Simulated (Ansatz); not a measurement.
Input and output of a relaxation of cell and atoms for CoPd3 (Pm-3m, 4 atoms in the cell) (Ansatz, a first-principles code).

Computed with PBEsol, default PAW files made with PBE (plane waves; Ansatz).

The change in words: atoms on their sites; basis.ecutwfc: 30.9 Ry → 61.7 Ry; relax: default → cell and atoms. Reference geometry:
```
CoPd3
1.0
    3.83882     0.00000     0.00000
    0.00000     3.83882     0.00000
    0.00000     0.00000     3.83882
Co Pd
1 3
Cartesian
  0.00000   0.00000   0.05000
  0.00000   1.91941   1.91941
  1.91941   0.00000   1.91941
  1.91941   1.91941   0.00000
```
Moments meant for the start (each program seeds them in its own way; μB, in the order of the atoms Co Pd Pd Pd): 3.0 1.0 1.0 1.0.

Reference input (self-consistent single point, DFT, PBEsol, plane waves, default PAW files made with PBE): basis.ecutwfc = 30.9 Ry; kpoints.mp_grid.grid = 5 5 5; hamiltonian.xc = pbesol; hamiltonian.pseudopotentials = {kind: paw} (the program's default PAW files); magnetization.spin_polarized = true; scf.occupations.method = fermi_dirac; scf.occupations.width = 0.0073 Ry. This run's input differs from it in these lines:

Ansatz 0.2 input:
```diff
@@ -7,3 +7,3 @@
   atoms:
-    - { symbol: Co, position: [0.000000, 0.000000, 0.013025], spin: 3.0 }
+    - { symbol: Co, position: [0.000000, 0.000000, 0.000000], spin: 3.0 }
     - { symbol: Pd, position: [0.000000, 0.500000, 0.500000], spin: 1.0 }
@@ -12,3 +12,3 @@
 basis:
-  ecutwfc: 30.9 Ry
+  ecutwfc: 61.7 Ry
 kpoints:
@@ -22,2 +22,4 @@
   occupations: { method: fermi_dirac, width: 0.0073 Ry }
+relax:
+  cell: {}
 output:
```

Output, abridged:

```
   [... SCF lines of the steps left out ...]
relax step   1: F+E_penalty+E_count = -25812.79401818 eV  Δ(F+E_penalty+E_count) = +0.000e0 eV  max|allowed force component| = 4.010e-29 eV/Å  Δτ_max = 0.0000 Å  P = -5.456 GPa  Ω = 56.571 Å³  (14 SCF iters, dr2 threshold 1.00e-7 eV, accepted)
relax step   2: F+E_penalty+E_count = -25812.81527386 eV  Δ(F+E_penalty+E_count) = -2.126e-2 eV  max|allowed force component| = 1.466e-29 eV/Å  Δτ_max = 0.0000 Å  P = +3.006 GPa  Ω = 54.170 Å³  energy of the carried Pulay correction = +5.666e-5 eV  [...]
   [... lines left out ...]
relax step   4: F+E_penalty+E_count = -25812.82247603 eV  Δ(F+E_penalty+E_count) = -2.770e-5 eV  max|allowed force component| = 1.768e-29 eV/Å  Δτ_max = 0.0000 Å  P = -0.005 GPa  Ω = 54.952 Å³  energy of the carried Pulay correction = +3.792e-5 eV  [...]
relax step   5: F+E_penalty+E_count = -25812.82243550 eV  Δ(F+E_penalty+E_count) = +4.054e-5 eV  max|allowed force component| = 1.315e-29 eV/Å  Δτ_max = 0.0000 Å  P = -0.005 GPa  Ω = 54.952 Å³  stress off target by 5.20e-3 GPa  SCF on the basis [...]
basis re-selected at this cell: Δ(F+E_penalty+E_count) = +4.054e-5 eV, ΔP = +0.000 GPa vs the last step
the relaxation is at rest under the 48 symmetry operations that the run kept from its start: a minimum is not shown …
the relaxation's final electronic state is not compared with the one that a single-point calculation of its input finds at the relaxed geometry …
Magnetization: 2.9528 μB (36.9764 up, 34.0236 down)
   [... lines left out ...]
Absolute magnetization: 3.1646 μB (∫|ρ↑−ρ↓|, with the PAW one-centre terms)
Free energy (F): -25812.822435 eV
Fermi energy:    19.832004 eV
  cell:  # Å, volume = 54.9523 Å³
   [... lines left out ...]
    - [-1.2839532962581574e-34, 6.419766481290786e-35, 3.8018535335581825]
  atoms:
    - { symbol: Co, position: [1.254246386964174e-35, 1.3065066530958553e-36, -1.0452053224732145e-36] }
    - { symbol: Pd, position: [-4.1808212898403376e-36, 0.5, 0.5] }
    - { symbol: Pd, position: [0.5, 1.3065066530602047e-36, 0.5] }
    - { symbol: Pd, position: [0.5, 0.5, 4.5169723600558106e-48] }
```

The run converged. 

Summary of the result:
```
Item                                                                                                                   Result
-----------------------------------------------  ----------------------------------------------------------------------------
Free energy E − TS (on the zero of these files)                                                                -25812.8224 eV
Fermi level (on the code's own zero)                                                                                 19.83 eV
Pressure                                                                                                            -0.01 GPa
Size of the cell's spin moment                                                                                        2.95 μB
Final cell                                       a = 3.8019 Å, b = 3.8019 Å, c = 3.8019 Å, α = 90.00°, β = 90.00°, γ = 90.00°
Final volume per atom                                                                                                13.74 Å³
Relaxation steps                                                                                                            5
```

The starting cell comes from a database of computed structures (which also holds hypothetical and non-ambient phases and stackings), without a prior relaxation at this level. Its lattice was rescaled by up to half a per cent. The magnetic order is the one reached from the typed start; others were not searched systematically. The relaxation keeps the symmetry of its start, so its end need not be a minimum. Ansatz's pressure includes its estimate of the finite-basis (Pulay) stress.

Cost on one core of a shared machine: roughly 60 s.
